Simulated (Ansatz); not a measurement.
An Ansatz (a program for electronic structure) input (DFT with PBEsol-D3(BJ), PAW potentials and a 420 eV plane-wave cutoff in Ansatz, spin-orbit coupling left out):

Ansatz 0.2 input:
```yaml
crystal:
  lattice:
    - [3.768507355, 0, 0.0124360743]
    - [0, 3.768507355, 0]
    - [0.0150383719, 0, 4.5570824003]
  atoms:
    - { symbol: Sn, position: [0.5, 0, 0.7461725107] }
    - { symbol: Sn, position: [0, 0.5, 0.2538274893] }
    - { symbol: O, position: [0.5, 0.5, 0] }
    - { symbol: O, position: [0, 0, 0] }
basis: { ecutwfc: 420, ecutrho_ratio: 4, xc_grid: 2, fft_grid_basis: typed }
kpoints: { mp_grid: { grid: [15, 15, 13] } }
hamiltonian:
  xc: pbesol
  dispersion: d3bj
  pseudopotentials: { kind: paw }
scf: { occupations: { method: fermi_dirac, width: 0.1 }, convergence: { dr2_threshold: 0.0000000004 } }
relax: { f_tol: 0.005, max_steps: 50 }
output: { forces: true, stress: true }
checkpoint: { write: state.ck, write_every: 1000 }
```

Q: Which symmetry and how many k-points will the program report, and about how many plane waves at Γ?

A: Space group P21/m (ITA 11) with 4 operations, k-points 784 of 2925, and 1243 plane waves at Γ.

The cells carry an imposed strain or load. Whether these cells are dynamically stable was not tested. All final runs are without spin polarisation. The cell was made from SnO (space group P4/nmm, No. 129; layered, stacked along the Cartesian z axis) by this change: tensor shear ε_xz = +0.33 %.
